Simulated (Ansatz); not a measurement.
# Pressure series in CdS

Consider CdS in the zinc blende structure (space group F-43m, No. 216; a = 5.757 Å).

Cell and atoms are relaxed at each pressure.

Computed with LDA (Ansatz, a quantum-chemistry and plane-wave program, PAW, without spin-orbit coupling).

```csv
pressure (GPa),volume per atom (Å³/atom)
-2,24.610
-1,24.211
0,23.846
0.9,23.546
2.1,?
4.5,22.506
9,21.487
15,20.430
22.5,19.404
```

Question: Fit the third-order Birch–Murnaghan form P(V) = (3B₀/2)[(V₀/V)^(7/3) − (V₀/V)^(5/3)]·[1 + (3/4)(B₀′ − 4)((V₀/V)^(2/3) − 1)] (squares taken in P) to the rows shown and predict the withheld row.

Answer: Least squares on the printed values gives V₀ = 23.847 Å³/atom, B₀ = 68.2 GPa, B₀′ = 4.5; this predicts 23.169 Å³/atom, and the run gives 23.164 Å³/atom, 0.005 lower.

Load acts through the strain it causes; cell and atoms are relaxed under it. Stability against distortions was not tested. Tetrahedral semiconductors of this kind turn to denser phases somewhere between about 1 and 50 GPa; those were not computed, so compressed cells here can lie past the real transition.
